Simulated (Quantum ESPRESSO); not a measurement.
Input and output of a self-consistent single point for Li2H2Pd (I4/mmm, 5 atoms in the cell) (Quantum ESPRESSO).

Computed with LDA (PZ), GBRV 1.5 ultrasoft (LDA) pseudopotentials (plane waves; Quantum ESPRESSO).

```
CELL_PARAMETERS angstrom
     -1.53943     1.53943     5.11878
      1.53943    -1.53943     5.11878
      1.53943     1.53943    -5.11878
ATOMIC_POSITIONS crystal
  Li 0.64517 0.64517 0.00000
  Li 0.35483 0.35483 0.00000
  H  0.83666 0.83666 0.00000
  H  0.16334 0.16334 0.00000
  Pd 0.00000 0.00000 0.00000
```

Reference input (self-consistent single point, DFT, PBEsol, plane waves, GBRV 1.5 ultrasoft (PBESOL) pseudopotentials): ecutwfc = 40 Ry; ecutrho = 320 Ry; occupations = smearing; smearing = gauss; degauss = 0.019992 Ry; K_POINTS = automatic 10 10 10 0 0 0; conv_thr = 1e-10 Ry. This run's input differs from it in these lines:

```diff
@@ -22,5 +22,5 @@
 ATOMIC_SPECIES
-Li     6.9400  li_pbesol_v1.4.uspp.F.UPF
-H      1.0080  h_pbesol_v1.4.uspp.F.UPF
-Pd   106.4200  pd_pbesol_v1.4.uspp.F.UPF
+Li     6.9400  li_lda_v1.4.uspp.F.UPF
+H      1.0080  h_lda_v1.4.uspp.F.UPF
+Pd   106.4200  pd_lda_v1.4.uspp.F.UPF
 ATOMIC_POSITIONS {alat}
```

Output, abridged:

```
     Self-consistent Calculation

     iteration #  1     ecut=    40.00 Ry     beta= 0.70

     negative rho (up, down):  6.994E-02 0.000E+00

     total energy              =    -216.75541461 Ry
     estimated scf accuracy    <      18.70802104 Ry

     iteration #  2     ecut=    40.00 Ry     beta= 0.70

     negative rho (up, down):  7.393E-02 0.000E+00

     total energy              =    -228.71142130 Ry
     estimated scf accuracy    <      31.48180389 Ry

     iteration #  3     ecut=    40.00 Ry     beta= 0.70

     negative rho (up, down):  7.547E-02 0.000E+00

     total energy              =    -230.18904818 Ry
     estimated scf accuracy    <       4.20629462 Ry

   [... 15 blocks of this kind left out ...]

     iteration # 19     ecut=    40.00 Ry     beta= 0.70

     negative rho (up, down):  7.489E-02 0.000E+00

     total energy              =    -229.85885561 Ry
     estimated scf accuracy    <          1.0E-09 Ry

     iteration # 20     ecut=    40.00 Ry     beta= 0.70

     negative rho (up, down):  7.489E-02 0.000E+00
     End of self-consistent calculation

     Number of k-points >= 100: set verbosity='high' to print the bands.

     the Fermi energy is     7.1037 ev

!    total energy              =    -229.85885561 Ry
     estimated scf accuracy    <          3.3E-12 Ry
     smearing contrib. (-TS)   =      -0.00140173 Ry
     internal energy E=F+TS    =    -229.85745388 Ry

     convergence has been achieved in  20 iterations

     negative rho (up, down):  7.489E-02 0.000E+00

     Forces acting on atoms (cartesian axes, Ry/au):

     atom    1 type  1   force =     0.00000000    0.00000000   -0.00149273
     atom    2 type  1   force =    -0.00000000    0.00000000    0.00149273
     atom    3 type  2   force =     0.00000000    0.00000000    0.00258158
     atom    4 type  2   force =     0.00000000    0.00000000   -0.00258158
   [... lines left out ...]
     Total force =     0.004217     Total SCF correction =     0.000001
   [... lines left out ...]

     negative rho (up, down):  7.489E-02 0.000E+00
          total   stress  (Ry/bohr**3)                   (kbar)     P=      -31.84
  -0.00021777  -0.00000000   0.00000000          -32.04       -0.00        0.00
  -0.00000000  -0.00021777   0.00000000           -0.00      -32.04        0.00
  -0.00000000  -0.00000000  -0.00021372           -0.00       -0.00      -31.44

   JOB DONE.
```

The run converged in 20 iterations. Against the reference run the pressure goes from -0.54 to -3.18 GPa and the largest force goes from 0.030 to 0.066 eV/Å. The full log also holds: “c_bands:  1 eigenvalues not converged”.

The starting cell comes from a database of computed structures (which also holds hypothetical and non-ambient phases and stackings), without a prior relaxation at this level. Spin polarisation is off. With a pressure of about -3 GPa the cell is away from its equilibrium volume at this level.

Cost on one core of a shared machine: roughly 4 min.
